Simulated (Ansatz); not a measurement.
Ansatz (an electronic-structure program), DFT, PBE, plane waves, its default PAW files: Sn (from the phase in space group 227, mp-117), 2 atoms. Basis and mesh were picked for this test and aren't claimed converged.

- cell = 4.65, 4.65, 4.65 Å; 60, 60, 60°
- task = single point
- k mesh = 8×8×8
- hamiltonian.xc = pbe
- kind of files = paw
- scf.occupations.method = fermi_dirac
- scf.occupations.width = 0.1 eV
- output.forces = true
- binding of workers (--pin) = off
- k-point pools (--kpoint-pools) = 1
- memory maximum (--max-ram) = 8GiB
- accuracy = medium (default)
- basis.precision = auto (default)
- basis.xc_grid = 2 (default)
- scf.mixing.algorithm = auto (default)
- scf.mixing.preconditioner = auto (default)
- scf.convergence.dr2_threshold = 1e-07 (default)
- scf.lower_state_search = light (default)
- k-points after symmetry = 29
- bands at the start = 18
- electrons = 28
- plane waves at Γ = 1411
- cutoff (eV) = 420
- FFT grid = 32×32×32
- symmetry operations = 48

One run each.

All on 4 threads. Base settings, kept where nothing else is said: scf.eigensolver.kind = auto (default), scf.eigensolver.mixed_precision = false (default), scf.eigensolver.cushion = auto (default), scf.eigensolver.full_accuracy = false (default), scf.algorithm = auto (default) (scf.eigensolver.max_subspace_factor, scf.eigensolver.real_solve not set). The settings tried:
- scf.eigensolver.kind = davidson, scf.eigensolver.max_subspace_factor = 2
- scf.eigensolver.full_accuracy = true
- scf.eigensolver.kind = davidson, scf.eigensolver.cushion = true
- scf.eigensolver.kind = davidson, scf.eigensolver.mixed_precision = true
- the base settings
- scf.eigensolver.kind = davidson
- scf.eigensolver.mixed_precision = true
- scf.eigensolver.kind = davidson, scf.eigensolver.max_subspace_factor = 6
- scf.algorithm = direct_min
- scf.algorithm = density_mixing
- scf.eigensolver.real_solve = false

Question: Name the extremes by applications of H to a band: fewest, most, and any that don't converge.

Answer: Fewest applications of H to a band, with those close behind: scf.eigensolver.real_solve = false (9723); the base settings (9969); scf.algorithm = density_mixing (9969). Most among those that reach the base run's result: scf.algorithm = direct_min (19015); scf.eigensolver.full_accuracy = true (16850). All converged.

```
setting                                                                   applications of H to a band  SCF iterations (all cycles of the run, searches included)        end
------------------------------------------------------------------------  ---------------------------  ---------------------------------------------------------  ---------
scf.eigensolver.real_solve = false                                                               9723                                                          7  converged
the base settings                                                                                9969                                                          7  converged
scf.algorithm = density_mixing                                                                   9969                                                          7  converged
scf.eigensolver.kind = davidson, scf.eigensolver.mixed_precision = true                         11750                                                          6  converged
scf.eigensolver.mixed_precision = true                                                          11750                                                          6  converged
scf.eigensolver.kind = davidson, scf.eigensolver.max_subspace_factor = 6                        11785                                                          6  converged
scf.eigensolver.kind = davidson                                                                 12054                                                          6  converged
scf.eigensolver.kind = davidson, scf.eigensolver.cushion = true                                 12836                                                          6  converged
scf.eigensolver.kind = davidson, scf.eigensolver.max_subspace_factor = 2                        13631                                                          6  converged
scf.eigensolver.full_accuracy = true                                                            16850                                                          6  converged
scf.algorithm = direct_min                                                                      19015                                                          4  converged
```

An iteration's cost differs between solvers, so these counts don't give the time.

Keys are those of Ansatz 0.2.
